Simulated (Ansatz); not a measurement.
InSb in the zinc blende structure (space group F-43m, No. 216)

```xyz
2
Lattice="0.0000 3.3176 3.3176 3.3176 0.0000 3.3176 3.3176 3.3176 0.0000" Properties=species:S:1:pos:R:3 pbc="T T T"
In     0.0000     0.0000     0.0000
Sb     1.6588     1.6588     1.6588
```

Method: PBE, PAW, 420 eV (Ansatz, a quantum-chemistry and plane-wave program; no SOC). Γ-centred 12×12×12 mesh, Fermi–Dirac width 0.05 eV.

| Item | Result |
|---|---|
| Volume per atom | 36.51 Å³ |
| Density | 5.38 g/cm³ |
| Band gap | zero |
| Total energy | -6041.294 eV/atom (σ→0; compares only within this code and set-up) |

With Sb present, leaving out spin-orbit coupling can change the band edges. No phonon test of stability was made. The final runs are not spin-polarised. The zero or small gap of InSb can change with the level of theory.
